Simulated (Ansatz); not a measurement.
The reference is CdTe in the zinc blende structure (space group F-43m, No. 216; a = 6.409 Å). Axes: x, y, z lie along the cube axes.

All numbers come from LDA in Ansatz (plane waves to 420 eV, PAW, no SOC).

Strains are applied to the cell and any free atomic positions relax.

One change was made to it. Results:

The shortest interatomic distance falls by 0.009 Å (2.775 Å → 2.766 Å); the energy goes up by 0.6 meV/atom; the valley order (the lowest conduction-band minima on the path, energy above the VBM, named in the base's zone) changes from Γ 0.61 eV; L along ⟨111⟩ 1.68 eV to Γ 0.62 eV; L along [1-11] 1.66 eV.

Problem. What was done to the base?
(A) uniaxial strain ε_zz = −1.00 %
(B) uniaxial strain ε_zz = +3.00 %
(C) uniaxial strain ε_zz = +1.00 %
(D) uniaxial strain ε_zz = +2.50 %
(E) uniaxial strain ε_zz = −2.50 %

Solution. A, uniaxial strain ε_zz = −1.00 %. For comparison, the valley order in the other runs: uniaxial strain ε_zz = −2.50 % gives Γ 0.63 eV; L along [1-11] 1.64 eV; uniaxial strain ε_zz = +2.50 % gives Γ 0.51 eV; L along [111] 1.62 eV; uniaxial strain ε_zz = +3.00 % gives Γ 0.49 eV; L along [111] 1.61 eV; uniaxial strain ε_zz = +1.00 % gives Γ 0.57 eV; L along [111] 1.66 eV.

Spin-orbit coupling, missing from the scalar runs, can matter with Te. The levels and masses belong to the bands next to the band gap. Stability against distortions was not tested.

Ansatz is an electronic-structure program.
